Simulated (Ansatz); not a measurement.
**Element substitutions in InAs**

Take InAs in the zinc blende structure (space group F-43m, No. 216) as the base.

```
CELL_PARAMETERS angstrom
      0.00000     3.09331     3.09331
      3.09331     0.00000     3.09331
      3.09331     3.09331     0.00000
ATOMIC_POSITIONS crystal
  As 0.75000 0.75000 0.75000
  In 0.00000 0.00000 0.00000
```

Each row replaces one element on all its sites; cell and atoms are relaxed.

Level of theory: PBE (Ansatz, a quantum-chemistry and plane-wave program; PAW; 420 eV plane waves; no spin-orbit coupling), earlier PAW set.

Question: Only one of these has a band gap. Which?
(A) As → Ru
(B) As → Sb
(C) In → B

Answer: C, In → B. Computed: As → Ru: zero; As → Sb: zero; In → B: 1.21 eV

With Sb present, leaving out spin-orbit coupling can change the band edges. Stability against distortions was not tested. As relaxed here, InRu is a hypothetical phase, not in the database extracts checked. All final runs are without spin polarisation. An odd electron count without spin: InRu. InRu has a high density of states at the Fermi level and may be magnetic at this level. The zero or small gap of InAs and InSb can change with the level of theory.
